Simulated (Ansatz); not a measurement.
Band-edge transport in semiconductors and insulators: compounds that share space group Fm-3m and stoichiometry, r2SCAN, rigid bands in Ansatz (a program for electronic structure); geometry: cell and atoms relaxed with PBEsol.

```csv
Compound,volume per atom (Å³),band gap,electron conductivity mass,"Seebeck coefficient, n-type 1e19 cm⁻³"
CsH,30.6,…,0.47 mₑ,-318 μV/K
CaSe,25.3,2.44 eV,0.39 mₑ,-298 μV/K
MgS,17.4,3.49 eV,…,-265 μV/K
MgSe,20.2,2.50 eV,0.31 mₑ,-246 μV/K
KCl,30.4,5.91 eV,0.45 mₑ,-201 μV/K
LiCl,16.2,…,0.48 mₑ,-256 μV/K
RbBr,40.1,4.98 eV,…,-182 μV/K
```

Q: Some entries are withheld; supply them.

A: 
- CsH, band gap: 2.61 eV
- MgS, electron conductivity mass: 0.37 mₑ
- LiCl, band gap: 7.47 eV
- RbBr, electron conductivity mass: 0.39 mₑ

Masses are for dilute carriers at 300 K, harmonic means over directions unless an axis is named. Seebeck coefficients are for the stated density at 300 K, with one relaxation time for all states and whether or not that doping can be reached. Spin-orbit coupling is left out.

Formula and space group known from diffraction (Crystallography Open Database), not checked to be the room-temperature form: CaSe (Fm-3m), CsH (Fm-3m), RbBr (Fm-3m).
